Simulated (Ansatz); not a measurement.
For SrSO4 (F-43m, No. 216; start mp-7811; another space group than a measured phase of this formula), LDA (Ansatz, a program for electronic structure, plane waves, PAW) gives:

* **lattice parameter a**: 6.995 Å
* **formation enthalpy**: -2.324 eV/atom

**Question.** What does PBEsol (PAW; Ansatz) give for the same quantities?

**Answer.** 
- lattice constant a: 7.116 Å (grows by 1.7 %)
- formation enthalpy: -2.086 eV/atom (moves by +0.238 eV/atom)

Changes are worked out from the printed values.

Unless a cell is named, each level is at its own relaxed cell (LDA 14.26, PBEsol 15.01 Å³/atom).

Caveats: the relaxation could not lower the start's symmetry, so the cell can be a saddle point above a distorted one (LDA, PBEsol). Ansatz's density-functional and Hartree–Fock values are scalar-relativistic unless marked +SOC, with PAW data made under PBE.

A start named mp-… is a Materials Project structure, which can be a computed phase never made.
